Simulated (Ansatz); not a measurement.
## Convergence study of the k-point mesh for SnSe (I4mm, 2 atoms in the cell)

```
SnSe
1.0
    0.00000     3.00140     3.00140
    3.00140     0.00000     3.00140
    3.00140     3.00140     0.00000
Sn Se
1 1
Cartesian
  0.00000   0.00000   0.05000
  3.00140   3.00140   3.00140
```

Level of theory: LDA (PW92), default PAW files made with PBE (plane waves; Ansatz, an electronic-structure program).

Base settings: basis.ecutwfc = 420 eV; kpoints.mp_grid.grid = 7 7 7; hamiltonian.xc = lda; hamiltonian.pseudopotentials = {kind: paw} (the program's default PAW files); scf.occupations.method = fermi_dirac; scf.occupations.width = 0.136 eV.

The second cell is the first with its lattice scaled by 0.98.

Only quantities that move along the ladder and can be compared are tabulated.

The count of work is k-points × plane waves × bands × iterations; it is no time. 

The starting cell comes from a database of computed structures (which also holds hypothetical and non-ambient phases and stackings), without a prior relaxation at this level. Its lattice was rescaled by up to half a per cent. One atom was moved a little off its site on purpose. Ansatz's pressure includes its estimate of the finite-basis (Pulay) stress.

Steps (kpoints.mp_grid.grid): 2 2 2; 3 3 3; 4 4 4; 5 5 5; 6 6 6; 7 7 7; 8 8 8; 9 9 9; 10 10 10; 11 11 11; 12 12 12; 14 14 14; 15 15 15; 17 17 17; 19 19 19; 21 21 21.

What is the coarsest kpoints.mp_grid.grid that holds the forces within 0.005 eV/Å of the last step, with all finer ones?

6 6 6, at 0.035 of the last step's count of work; the step before is off by 0.009 eV/Å.

What is the coarsest kpoints.mp_grid.grid that holds the free energy within 2 meV/atom of the last step, with all finer ones?

9 9 9, at 0.089 of the last step's count of work; the step before is off by 3.8 meV/atom.

What is the coarsest kpoints.mp_grid.grid that holds the energy of the compressed cell less the first within 0.5 meV/atom of the last step, with all finer ones?

9 9 9, at 0.089 of the last step's count of work; the step before is off by 1.00 meV/atom.

| kpoints.mp_grid.grid | free energy less the last step's (meV/atom) | energy of the compressed cell less the first (meV/atom) | pressure (GPa) | largest difference of a force vector from the last step's (eV/Å) | count of work / last |
|---|---|---|---|---|---|
| 2 2 2 | 577.26 | -18.02 | -3.13 | 0.275 | 0.0055 |
| 3 3 3 | -116.20 | -30.49 | -4.49 | 0.021 | 0.0071 |
| 4 4 4 | -32.11 | -26.97 | -4.11 | 0.016 | 0.015 |
| 5 5 5 | -17.24 | -15.87 | -3.13 | 0.009 | 0.021 |
| 6 6 6 | -12.93 | -16.81 | -3.21 | 0.002 | 0.035 |
| 7 7 7 | -4.43 | -13.84 | -2.93 | 0.000 | 0.047 |
| 8 8 8 | -3.75 | -13.77 | -2.93 | 0.002 | 0.070 |
| 9 9 9 | -1.57 | -13.17 | -2.87 | 0.001 | 0.089 |
| 10 10 10 | -0.98 | -12.97 | -2.85 | 0.001 | 0.12 |
| 11 11 11 | -0.50 | -12.88 | -2.84 | 0.001 | 0.15 |
| 12 12 12 | -0.22 | -12.80 | -2.83 | 0.001 | 0.19 |
| 14 14 14 | -0.04 | -12.78 | -2.83 | 0.000 | 0.34 |
| 15 15 15 | -0.02 | -12.78 | -2.83 | 0.000 | 0.40 |
| 17 17 17 | 0.00 | -12.78 | -2.83 | 0.000 | 0.56 |
| 19 19 19 | 0.00 | -12.77 | -2.83 | 0.000 | 0.76 |
| 21 21 21 | 0.00 | -12.77 | -2.83 | 0.000 | 1.0 |

The energy difference between the two cells stays within 1 meV/atom of the last step's from 8 8 8 on, the total only from 10 10 10 on: much of the error is common to both cells and cancels.

Two neighbours can agree and both be off: 7 7 7 and 8 8 8 differ by 0.08 meV/atom in the energy of the compressed cell less the first, yet lie about 1.00 meV/atom from the last step.

Keys are those of Ansatz 0.2.
